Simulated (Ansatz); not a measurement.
Consider SnAu in the NiAs type structure (space group P6_3/mmc, No. 194; a = 4.333 Å, c = 5.556 Å).

Now apply this change: a hydrostatic pressure of 7.5 GPa.

Levels (all Ansatz, a program for electronic structure, PAW): PBEsol (420 eV, scalar-relativistic without spin-orbit coupling); PBEsol+SOC (420 eV, noncollinear with spin-orbit coupling).

The geometry is relaxed with PBEsol.

```
Quantity          Result
---------------  -------
PBEsol pressure  7.5 GPa
```

With PBEsol+SOC at the same geometry, the pressure falls by 0.9 GPa (7.5 GPa → 6.6 GPa).

Single points use the geometry relaxed with PBEsol. Differences between runs with and without spin-orbit coupling are approximate. Load acts through the strain it causes; cell and atoms are relaxed under it. Whether these cells are dynamically stable was not tested. No other phases were tried under pressure.
